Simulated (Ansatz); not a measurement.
## A computed series for ZnS: response to strain

The reference is ZnS in the wurtzite structure (space group P6_3mc, No. 186; a = 3.807 Å, c = 6.246 Å). Axes: x lies along a and z along c of the hexagonal cell.

Strains are applied to the cell and any free atomic positions relax; under biaxial strain the out-of-plane vector relaxes too.

Levels (all Ansatz, a first-principles code, PAW, earlier PAW set): r2SCAN (500 eV, spin-orbit coupling left out); HSE06 (420 eV, no spin-orbit coupling).

Band gaps by level, all at the geometries relaxed with r2SCAN:

| case | r2SCAN | HSE06 |
|---|---|---|
| base | 2.77 eV | 3.44 eV |
| biaxial strain +2.28 %, plane normal [001], relaxed out of plane | 2.62 eV | 3.28 eV |
| isotropic strain −2.71 % | 3.17 eV | 3.84 eV |
| isotropic strain −2.62 % | 3.16 eV | 3.83 eV |
| isotropic strain −1.24 % | 2.95 eV | 3.62 eV |
| tensor shear ε_yz = −0.98 % | 2.75 eV | 3.42 eV |

Single points use the geometry relaxed with r2SCAN. No phonon test of stability was made.
